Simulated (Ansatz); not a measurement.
Input:

```yaml
crystal:
  lattice:
    - [2.76810, 0.00000, 0.00000]
    - [1.38405, 2.39725, 0.00000]
    - [0.00000, 0.00000, 4.33576]
  atoms:
    - { symbol: Os, position: [0.66667, 0.66667, 0.75000] }
    - { symbol: Os, position: [0.33333, 0.33333, 0.25000] }
```

No spin polarisation.

Level of theory: PBE (Ansatz, a first-principles code, PAW, scalar-relativistic without spin-orbit coupling). k-mesh 24×24×13 (Γ-centred); smearing 0.1 eV (Fermi–Dirac).

### Question
Predict the band gap.

### Answer
Zero.

### Question
What mean in-plane stress (compression positive) does the calculation give?

### Answer
-4.0 GPa.

### Question
Estimate the space group.

### Answer
P6_3/mmc (No. 194).

The cells carry an imposed strain or load. Stability against distortions was not tested. The final runs are not spin-polarised. The cell was made from Os in the hcp (Mg type) structure (space group P6_3/mmc, No. 194) by this change: biaxial strain +0.50 %, plane normal [001], relaxed out of plane.
